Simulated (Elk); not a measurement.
Elk run on Si2W (I4/mmm, 3 atoms in the cell): self-consistent single point.

Method of the run: LDA (PW92), all-electron FP-LAPW, Elk's shipped species files, LAPW+lo basis (Elk).

```yaml
crystal:
  lattice:
    - [-1.60736, 1.60736, 3.90103]
    - [1.60736, -1.60736, 3.90103]
    - [1.60736, 1.60736, -3.90103]
  atoms:
    - { symbol: Si, position: [0.33499, 0.33499, 0.00000] }
    - { symbol: Si, position: [0.66501, 0.66501, 0.00000] }
    - { symbol: W, position: [0.00000, 0.00000, 0.00000] }
```

Reference input (self-consistent single point, DFT, PBE, all-electron FP-LAPW, Elk's shipped species files, LAPW+lo basis): xctype = 20; rgkmax = 7.5; stype = 3; swidth = 0.00183747 Ha; ngridk = 12 12 12; gmaxvr = 14 1/bohr; nxoapwlo = 1; rmtscf = 0.93. This run's input differs from it in these lines:

```diff
@@ -4,3 +4,3 @@
 xctype
-  20
+  3
```

The program printed (abridged):

```
│ Self-consistent loop started │
│ Loop number : 1 │
 total energy                :     -16734.3604218
│ Loop number : 2 │
 total energy                :     -16734.6374648
RMS change in Kohn-Sham potential (target) :   0.8962214858E-01 (  0.1000000000E-05)
Absolute change in total energy (target)   :   0.2770429537     (  0.1000000000E-03)
│ Loop number : 3 │
 total energy                :     -16734.9675256
RMS change in Kohn-Sham potential (target) :   0.8422855959E-01 (  0.1000000000E-05)
Absolute change in total energy (target)   :   0.3993215726     (  0.1000000000E-03)
│ Loop number : 4 │
   [... lines left out ...]
Absolute change in total energy (target)   :   0.1611714044E-02 (  0.1000000000E-03)
│ Loop number : 14 │
 total energy                :     -16734.8509713
RMS change in Kohn-Sham potential (target) :   0.1016531107E-06 (  0.1000000000E-05)
Absolute change in total energy (target)   :   0.2509418373E-03 (  0.1000000000E-03)
│ Loop number : 15 │
 total energy                :     -16734.8509564
RMS change in Kohn-Sham potential (target) :   0.5792034875E-07 (  0.1000000000E-05)
Absolute change in total energy (target)   :   0.7758746142E-04 (  0.1000000000E-03)
Convergence targets achieved

│ Loop number : 16 │

Energies :
 Fermi                       :     0.472410248860
 total energy                :     -16734.8509551

Density of states at Fermi energy :    6.494219818
 (states/Hartree/unit cell)

Estimated indirect band gap :   0.3479708923E-02
 from k-point    157 to k-point    156
Estimated direct band gap   :   0.1610422505E-01
 at k-point    156

Charges :
 core                        :    66.00000000
 valence                     :    36.00000000
 interstitial                :    5.453112267
 muffin-tins (core leakage)
  species :    1 (Si)
   atom    1                 :    11.93866389     (  0.3024970554E-02)
   atom    2                 :    11.93866389     (  0.3024970554E-02)
  species :    2 (W)
   atom    1                 :    72.66955996     (  0.4280706491E-06)
 total in muffin-tins        :    96.54688773
 total calculated charge     :    101.9859432
 total charge                :    102.0000000
 error                       :   0.1405676726E-01

│ Self-consistent loop stopped │
```

The run converged in 16 iterations. The count includes the last loop, which Elk runs after its targets are met. 

The starting cell comes from a database of computed structures (which also holds hypothetical and non-ambient phases and stackings), without a prior relaxation at this level. Spin-orbit coupling is off. Spin polarisation is off. Values depend on the basis (sphere radii, cutoffs, local orbitals), which need not be converged. The log's line on a gap gives a spacing of levels on this mesh, which the program prints for metals too.

Cost on one core of a shared machine: roughly 80 s.
